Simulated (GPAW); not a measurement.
## Worked example: self-consistent single point of NaPt₂ (Fd-3m, 6 atoms in the cell) in GPAW

Level of theory: LDA (Perdew-Wang 92), GPAW PAW datasets LDA (gpaw-data 1.0.1) (plane waves; GPAW).

The input file:

```python
from ase import Atoms
from ase.units import GPa
from gpaw import GPAW

atoms = Atoms(['Na', 'Na', 'Pt', 'Pt', 'Pt', 'Pt'],
              cell=[[0.000000, 3.752350, 3.752350],
                    [3.752350, 0.000000, 3.752350],
                    [3.752350, 3.752350, 0.000000]],
              scaled_positions=[[0.500000, 0.500000, 0.500000],
                                [0.750000, 0.750000, 0.750000],
                                [0.125000, 0.125000, 0.125000],
                                [0.625000, 0.125000, 0.125000],
                                [0.125000, 0.125000, 0.625000],
                                [0.125000, 0.625000, 0.125000]],
              pbc=True)

calc = GPAW(mode={'name': 'pw', 'ecut': 850},
            xc='LDA',
            kpts={'size': (8, 8, 8), 'gamma': True},
            occupations={'name': 'fermi-dirac', 'width': 0.1},
            nbands=-14,
            convergence={'density': 1e-05},
            symmetry={'symmorphic': False, 'tolerance': 0.0005},
            maxiter=100,
            txt='-')

atoms.calc = calc

energy = atoms.get_potential_energy()
print('Energy (eV):', round(energy, 6))
forces = atoms.get_forces()
print('Forces (eV/Ang):')
print(forces.round(5))
stress = atoms.get_stress()
print('Stress (GPa, Voigt):', (stress / GPa).round(4))
```

Output, abridged:

```
Input parameters:
  convergence: {density: 1e-05}
  kpts: {gamma: True,
         size: (8, 8, 8)}
  maxiter: 100
  mode: {ecut: 850,
         name: pw}
  nbands: -14
  occupations: {name: fermi-dirac,
                width: 0.1}
  symmetry: {symmorphic: False,
             tolerance: 0.0005}

species:
  Na:
    name: Sodium
    Z: 11.0
    valence: 7
    core: 4
    charge: 0.0
    file: Na.LDA.gz

    # Using partial waves for Na as LCAO basis

  Pt:
    name: Platinum
    Z: 78.0
    valence: 16
    core: 62
    charge: 0.0
    file: Pt.LDA.gz

    # Using partial waves for Pt as LCAO basis

Reference energy: -2009184.412564  # eV

Spin-paired calculation

Convergence criteria:
 Maximum [total energy] change in last 3 cyles: 0.0005 eV / valence electron
 Maximum integral of absolute [dens]ity change: 1e-05 electrons / valence electron
 Maximum integral of absolute [eigenst]ate change: 4e-08 eV^2 / valence electron
 Maximum number of scf [iter]ations: 100

Symmetries present (total): 48
Symmetries with fractional translations: 24
512 k-points: 8 x 8 x 8 Monkhorst-Pack grid + [1/16,1/16,1/16]
29 k-points in the irreducible part of the Brillouin zone
       k-points in crystal coordinates                weights
   0:     0.00000000    0.00000000    0.00000000          1/512
   1:     0.12500000    0.12500000    0.00000000          6/512
   2:     0.12500000    0.12500000    0.12500000          8/512
   [... 7 lines left out ...]
          ...
  28:     0.50000000    0.50000000    0.50000000          4/512

Wave functions: Plane wave expansion
  Cutoff energy: 850.000 eV
  Number of coefficients (min, max): 5928, 5982
  Pulay-stress correction: 0.000000 eV/Ang^3 (de/decut=0.000000)

Occupation numbers: Fermi-Dirac:
  width: 0.1000  # eV

Eigensolver

Densities:
  Coarse grid: 36*36*36 grid
  Fine grid: 72*72*72 grid
  Total Charge: 0.000000

Density mixing:
  Method: separate
  Backend: pulay
  Linear mixing parameter: 0.05
  old densities: 5
  Damping of long wavelength oscillations: 50

Hamiltonian:
  XC and Coulomb potentials evaluated on a 72*72*72 grid
  External potential:
    NoExternalPotential

Number of atoms: 6
Number of atomic orbitals: 62
Number of bands in calculation: 53
Number of valence electrons: 78
Bands to converge: occupied

Density initialized from atomic densities
  53 bands from LCAO basis set

Atomic positions and initial magnetic moments

Positions:
   0 Na     3.752350    3.752350    3.752350    ( 0.0000,  0.0000,  0.0000)
   1 Na     5.628525    5.628525    5.628525    ( 0.0000,  0.0000,  0.0000)
   2 Pt     0.938087    0.938087    0.938087    ( 0.0000,  0.0000,  0.0000)
   3 Pt     0.938087    2.814262    2.814262    ( 0.0000,  0.0000,  0.0000)
   4 Pt     2.814262    2.814262    0.938087    ( 0.0000,  0.0000,  0.0000)
   5 Pt     2.814262    0.938087    2.814262    ( 0.0000,  0.0000,  0.0000)

Unit cell:
           periodic     x           y           z      points  spacing
  1. axis:    yes    0.000000    3.752350    3.752350    36     0.1204
  2. axis:    yes    3.752350    0.000000    3.752350    36     0.1204
  3. axis:    yes    3.752350    3.752350    0.000000    36     0.1204

  Lengths:   5.306624   5.306624   5.306624
  Angles:   60.000000  60.000000  60.000000

Effective grid spacing dv^(1/3) = 0.1313

     iter     time        total  log10-change:
                         energy   eigst   dens
iter:   1 --:--:--   -39.021181
iter:   2 --:--:--   -38.445204   -1.43  -1.40
iter:   3 --:--:--   -36.616710   -1.14  -1.43
iter:   4 --:--:--   -36.490377   -2.91  -1.91
iter:   5 --:--:--   -36.363560   -2.25  -1.92
iter:   6 --:--:--   -36.318416   -3.01  -2.28
iter:   7 --:--:--   -36.335951   -3.46  -2.66
iter:   8 --:--:--   -36.318120c  -3.57  -2.41
iter:   9 --:--:--   -36.315947c  -3.79  -2.84
iter:  10 --:--:--   -36.315969c  -5.06  -3.19
iter:  11 --:--:--   -36.315514c  -5.04  -3.33
iter:  12 --:--:--   -36.315536c  -6.85  -3.96
iter:  13 --:--:--   -36.315506c  -6.65  -4.07
iter:  14 --:--:--   -36.315502c  -7.86c -4.17
iter:  15 --:--:--   -36.315499c  -7.38  -4.18
iter:  16 --:--:--   -36.315496c  -8.02c -4.25
iter:  17 --:--:--   -36.315503c  -7.91c -4.29
iter:  18 --:--:--   -36.315500c  -8.39c -4.39
iter:  19 --:--:--   -36.315498c  -8.21c -4.43
iter:  20 --:--:--   -36.315500c  -7.52c -4.49
iter:  21 --:--:--   -36.315499c  -8.70c -5.09c

Converged after 21 iterations.

Dipole moment: (-29.829245, -29.829245, -29.829245) |e|*Ang

Energy contributions relative to reference atoms: (reference = -2009184.412564)

Kinetic:        -35.562669
Potential:      +27.192581
External:        +0.000000
XC:             -25.510372
Entropy (-ST):   -0.092469
Local:           -2.388805
SIC:             +0.000000
--------------------------
Free energy:    -36.361733
Extrapolated:   -36.315499

Showing only first 2 kpts
 Kpt  Band  Eigenvalues  Occupancy
  0    37      7.67366    0.00000
  0    38      7.67366    0.00000
  0    39      7.67366    0.00000
  0    40      8.50739    0.00000

  1    37      6.97770    0.00109
  1    38      7.16941    0.00016
  1    39      7.17541    0.00015
  1    40      8.54230    0.00000

Fermi level: 6.22582

No gap
No difference between direct/indirect transitions
Energy (eV): -36.315499

Forces in eV/Ang:
  0 Na   -0.00000    0.00000    0.00000
  1 Na    0.00000    0.00000   -0.00000
  2 Pt    0.00000    0.00000   -0.00000
  3 Pt   -0.00000    0.00000   -0.00000
  4 Pt    0.00000   -0.00000   -0.00000
  5 Pt   -0.00000    0.00000    0.00000

Stress tensor:
     0.034772     0.000000     0.000000
     0.000000     0.034772    -0.000000
     0.000000    -0.000000     0.034772
Stress (GPa, Voigt): [ 5.5711  5.5711  5.5711 -0.      0.      0.    ]
```

The run converged in 21 iterations. GPAW prints stress with tension positive.

The starting cell comes from a database of computed structures (which also holds hypothetical and non-ambient phases and stackings), without a prior relaxation at this level. Spin-orbit coupling is off. Spin polarisation is off. With a pressure of about -6 GPa the cell is away from its equilibrium volume at this level.

Cost on one core of a shared machine: roughly 3 min.
